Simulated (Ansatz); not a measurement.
## Ge on the Al site (Ge_Al) in corundum

Computed with PBE, PAW (plane waves to 420 eV; Ansatz, an electronic-structure program). The supercell holds 120 host sites (2×2×1 repeats of the unit cell), with a 2×2×2 Γ-centred k-point sampling for the final energies. Site at the start: the Al site. Finite-size correction: monopole term and site-potential alignment. Dielectric constants: PBE linear response of the host. Host gap at this level: 5.85 eV. Finite-size and sampling errors can reach tenths of an eV here. The semilocal functional narrows the gap, so deep levels can fall outside it. Spin–orbit coupling is left out. Each state is the lowest found from its start.

```tsv
charge	moment (μB)	point group	largest move off a lattice site (Å)	image correction with alignment (eV)
+1	not spin-polarised	C3	0.07	0.26
0	1.0	C3	0.16	0.00
−1	not spin-polarised	C3	0.30	0.09
```

Point groups are those of the whole cell at tolerances of 0.03 and 0.1 Å ("near" where only the looser one holds); none is given for unsettled states.

Transition levels above the valence-band maximum: ε(+1/0) = 4.26 eV; ε(0/−1) = 3.88 eV. On the lower envelope of the bound states, inside the gap: (+1/−1) at 4.07 eV; the others aren't thermodynamic.

Flagged in the runs: a host whose relaxation on this sampling wasn't shown to rest, a strain field that reaches the edge of the cell.

All states together cost roughly 2.3 core-hours.
